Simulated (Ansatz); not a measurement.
Terminations of the (111)A surface of zinc-blende GaP (Ga plane on top), measured from the surface '2x2 with 3 H on 4 top atoms'. Atoms come from or go to: H: ½ H2(g), In: tetragonal indium, Mg: hcp Mg, O: ½ O2(g). ΔE is the energy of forming the row's surface from that one (negative: more stable at these reservoirs); the vacuum level's shift is aligned on the shared bottom. No zero-point or thermal terms. These are constructed structures in small cells; real faces may alloy, dewet or reconstruct in larger ones, and not all known structures of the face are among them. Slabs of about 13 Å with all that they carry, Fermi-Dirac smearing of 0.025 eV. Bottom of the slabs: H caps. Relaxed from the named starts with such symmetry as they have, on meshes of like density; energies extrapolated to zero smearing; no spin-orbit coupling, no U. Spin-polarised runs, if any, are marked in brackets, and their order is one that fits the cell; the others ran without spin. Where a second, spin-polarised start was run, the lower counts. A dash marks a value that is undefined for that row (no clear gap, or no work function of a gapped slab) or was not read reliably on its mesh.

These are PBE (plane waves to 420 eV, PAW; Ansatz, a quantum-chemistry and plane-wave program) values and carry that method's errors.

```csv
surface,atoms added per 1x1,ΔE per 1x1 (eV),slab gap (eV),shift of the vacuum level (eV),work function (eV)
2x2 with 3 H on 4 top atoms,none,0.00,1.31,0.00,–
2x2 In adatom at T4,"-0.75 H, +0.25 In",(withheld),0.43,-0.77,–
"2x2 Mg adatom at H3 [spin, 0.8 μB a cell]","-0.75 H, +0.25 Mg",0.53,–,-1.34,3.74
"2x2 cell from a buckled start [spin, 2.9 μB a cell]",-0.75 H,0.66,–,-0.51,–
"OH on every top atom [spin start, no net moment]","+0.25 H, +1 O",(withheld),–,0.99,6.59
```

### Question
What belongs in the gaps?

### Answer

- 2x2 In adatom at T4, ΔE per 1x1 (eV): 0.41
- OH on every top atom [spin start, no net moment], ΔE per 1x1 (eV): -2.56
